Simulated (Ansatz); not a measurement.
A periodic model of amorphous Si24O50Sn:

```yaml
crystal:
  lattice:
    - [10.41355, 0.00000, 0.00000]
    - [0.00000, 10.41355, 0.00000]
    - [0.00000, 0.00000, 10.41355]
  atoms:
    - { symbol: Si, position: [0.10891, 0.44284, 0.60339] }
    - { symbol: Si, position: [0.00656, 0.87067, 0.01341] }
    - { symbol: Si, position: [0.19165, 0.19133, 0.26740] }
    - { symbol: Si, position: [0.82733, 0.46519, 0.62804] }
    - { symbol: Si, position: [0.41790, 0.37445, 0.32908] }
    - { symbol: Si, position: [0.12956, 0.40206, 0.88683] }
    - { symbol: Si, position: [0.45227, 0.87149, 0.88408] }
    - { symbol: Si, position: [0.63621, 0.69236, 0.26347] }
    - { symbol: Si, position: [0.99555, 0.07327, 0.47801] }
    - { symbol: Si, position: [0.83366, 0.71749, 0.81247] }
    - { symbol: Si, position: [0.93612, 0.16095, 0.94787] }
    - { symbol: Si, position: [0.81028, 0.31261, 0.15962] }
    - { symbol: Si, position: [0.26024, 0.99286, 0.05000] }
    - { symbol: Si, position: [0.90183, 0.83335, 0.30668] }
    - { symbol: Si, position: [0.79739, 0.18349, 0.68276] }
    - { symbol: Si, position: [0.52753, 0.36161, 0.05148] }
    - { symbol: Si, position: [0.34755, 0.21512, 0.88131] }
    - { symbol: Si, position: [0.37763, 0.66928, 0.40682] }
    - { symbol: Si, position: [0.11640, 0.63380, 0.37553] }
    - { symbol: Si, position: [0.66263, 0.93493, 0.71394] }
    - { symbol: Si, position: [0.68831, 0.42032, 0.37871] }
    - { symbol: Si, position: [0.41113, 0.87025, 0.60763] }
    - { symbol: Si, position: [0.06358, 0.43726, 0.14620] }
    - { symbol: Si, position: [0.58467, 0.64304, 0.97385] }
    - { symbol: O, position: [0.24490, 0.71525, 0.33532] }
    - { symbol: O, position: [0.76318, 0.33725, 0.69576] }
    - { symbol: O, position: [0.96030, 0.41535, 0.56381] }
    - { symbol: O, position: [0.92028, 0.96287, 0.39468] }
    - { symbol: O, position: [0.50666, 0.72823, 0.34267] }
    - { symbol: O, position: [0.36908, 0.72950, 0.55149] }
    - { symbol: O, position: [0.19967, 0.31776, 0.58297] }
    - { symbol: O, position: [0.72914, 0.49434, 0.50967] }
    - { symbol: O, position: [0.72068, 0.66125, 0.90222] }
    - { symbol: O, position: [0.56820, 0.86353, 0.61199] }
    - { symbol: O, position: [0.66959, 0.32316, 0.09798] }
    - { symbol: O, position: [0.10182, 0.02921, 0.58596] }
    - { symbol: O, position: [0.90809, 0.43064, 0.12764] }
    - { symbol: O, position: [0.14528, 0.56835, 0.51560] }
    - { symbol: O, position: [0.95268, 0.76466, 0.90809] }
    - { symbol: O, position: [0.89322, 0.15955, 0.55998] }
    - { symbol: O, position: [0.66833, 0.53912, 0.27816] }
    - { symbol: O, position: [0.87322, 0.18663, 0.09056] }
    - { symbol: O, position: [0.31330, 0.25514, 0.35108] }
    - { symbol: O, position: [0.85628, 0.59499, 0.71318] }
    - { symbol: O, position: [0.75234, 0.78590, 0.31037] }
    - { symbol: O, position: [0.68228, 0.08008, 0.65807] }
    - { symbol: O, position: [0.13201, 0.29651, 0.16879] }
    - { symbol: O, position: [0.16312, 0.86938, 0.03356] }
    - { symbol: O, position: [0.55505, 0.33687, 0.39543] }
    - { symbol: O, position: [0.47050, 0.71737, 0.89902] }
    - { symbol: O, position: [0.83933, 0.14638, 0.82807] }
    - { symbol: O, position: [0.24937, 0.10941, 0.94481] }
    - { symbol: O, position: [0.94007, 0.85126, 0.15495] }
    - { symbol: O, position: [0.11672, 0.49650, 0.01148] }
    - { symbol: O, position: [0.59055, 0.94084, 0.85434] }
    - { symbol: O, position: [0.38181, 0.16914, 0.73638] }
    - { symbol: O, position: [0.24180, 0.06318, 0.19099] }
    - { symbol: O, position: [0.40123, 0.93116, 0.02013] }
    - { symbol: O, position: [0.79205, 0.84581, 0.73002] }
    - { symbol: O, position: [0.99002, 0.72393, 0.37607] }
    - { symbol: O, position: [0.54047, 0.49396, 0.97153] }
    - { symbol: O, position: [0.10533, 0.48286, 0.75599] }
    - { symbol: O, position: [0.37863, 0.51103, 0.39521] }
    - { symbol: O, position: [0.99035, 0.01663, 0.96154] }
    - { symbol: O, position: [0.60366, 0.71046, 0.11300] }
    - { symbol: O, position: [0.08086, 0.15575, 0.37186] }
    - { symbol: O, position: [0.35839, 0.88766, 0.75725] }
    - { symbol: O, position: [0.03249, 0.27823, 0.90480] }
    - { symbol: O, position: [0.36336, 0.99282, 0.52028] }
    - { symbol: O, position: [0.09755, 0.52239, 0.26913] }
    - { symbol: O, position: [0.79193, 0.31737, 0.31685] }
    - { symbol: O, position: [0.43121, 0.38680, 0.17345] }
    - { symbol: O, position: [0.27613, 0.35292, 0.88043] }
    - { symbol: O, position: [0.47707, 0.24048, 0.96593] }
    - { symbol: Sn, position: [0.26081, 0.13604, 0.59461] }
```

Methods: PBE, scalar-relativistic without spin-orbit coupling (Ansatz, an electronic-structure program); r2SCAN, scalar-relativistic without spin-orbit coupling (Ansatz); HSE06, scalar-relativistic without spin-orbit coupling (Ansatz). Neutral PBE cell, which sets geometry, pressure and energy: sampling: a 2×2×2 Γ-centred mesh; Fermi-Dirac width 0.02 eV; no spin polarisation. Exact exchange is cut at the faces of this 10 Å cell, which leaves hybrid gaps a finite-size error.

Preparation: random packing, a CHGNet melt and quench, and a DFT relaxation. O atoms were pushed apart under 1.9 Å during the dynamics, to hinder bonds among them. The hot cell started wider than the set density and was brought back towards it in steps. It is the lowest in DFT energy of 2 quenches. It is a model cell: composition and starting density were chosen by hand, and all elements were melted together. No dispersion term was used. Its density started from a set value of 2.34 and ended at 2.34 g/cm³. Cooling (nominally 400 K/ps over its main leg) ran many orders faster than in experiment, which tends to leave more defects and strain. Values belong to this one cell and scatter from quench to quench. The volume was held where the preparation left it.

Give the pressure, the energy against reference phases and the spacing of the highest filled and lowest empty levels.


```yaml
Pressure on a 2×2×2 Γ-centred mesh: 0.0 kbar
Largest force and stress component on that mesh (the relaxation ran on the zone centre alone): 0.03 eV/Å and 2.3 GPa
Energy relative to alpha cristobalite + rutile SnO2 (lowest mix at this level among the phases computed, not always the ambient ones): 0.100 eV/atom
Gap between localised states on a 2×2×2 Γ-centred mesh (PBE): 3.39 eV
Gap between localised states at the zone centre (PBE): 3.40 eV
Gap between localised states at the zone centre (r2SCAN): 4.00 eV
Gap between localised states at the zone centre (HSE06): 5.22 eV
Distance between the nearest levels spread over more than a fifth of the atoms or a third of the atoms of their main element (six at least) (PBE, zone centre): 5.59 eV
```

At PBE and the zone centre, how localised are the states just below and above the Fermi level (participation number: the atoms over which a state spreads)?

The highest filled state is spread over 7.8 atoms' worth, largest on O69, with weights by element (charge in smoothed Voronoi cells) O 0.97, Si 0.03, Sn 0.00. The lowest empty state is spread over 6.0 atoms' worth, largest on Sn75, with weights by element (charge in smoothed Voronoi cells) O 0.57, Sn 0.35, Si 0.08.

At PBE the levels at both edges of the gap are localised (band-tail or defect states), and the nearest spread-out levels lie 5.6 eV apart at the zone centre.

Neighbours within Si-Si 2.60 Å, Si-O 1.90 Å, Si-Sn 2.75 Å, O-O 1.58 Å, O-Sn 2.46 Å, Sn-Sn 3.06 Å count as bonded. Two cations that share two anions don't count as bonded, nor two that share one unless they lie closer than Si-Si 2.38 Å, Si-Sn 2.68 Å, Sn-Sn 2.97 Å.

Added carriers, by Ansatz with PBE, scalar-relativistic without spin-orbit coupling on the zone centre alone. Charged cells keep the cell fixed and stand in a uniform background, with no image correction, at a width of 0.01 eV; where the count is odd the moment is locked at 1 μB, unless the neutral cell bore moments. Each starts from the undistorted neutral geometry alone. PBE's self-interaction favours spread-out carriers, so it can miss traps that a hybrid finds.

What happens at PBE when the cell takes an extra electron and the atoms relax?

Relaxation lowers the charged cell by 0.82 eV. The largest moves are O69 0.32 Å, Sn75 0.30 Å, O30 0.27 Å, O34 0.21 Å. The level that holds the added charge spreads over 5.0 atoms' worth, most on Sn75 (weight 0.39): a localised (trapped) carrier, which neighbours of that atom can share. No bond crosses its cut-off with a change of over 0.15 Å (metal-metal contacts aside). Made neutral again at that geometry, the cell lies +0.97 eV from the neutral start.

What happens at PBE when the cell takes a hole and the atoms relax?

Relaxation lowers the charged cell by 0.07 eV. The largest moves are Sn75 0.18 Å, O72 0.12 Å, O36 0.11 Å, O40 0.11 Å. The level that was emptied spreads over 11.3 atoms' worth, most on O36 (weight 0.18): a partly localised carrier. No bond crosses its cut-off with a change of over 0.15 Å (metal-metal contacts aside). Made neutral again at that geometry, the cell lies +0.19 eV from the neutral start.
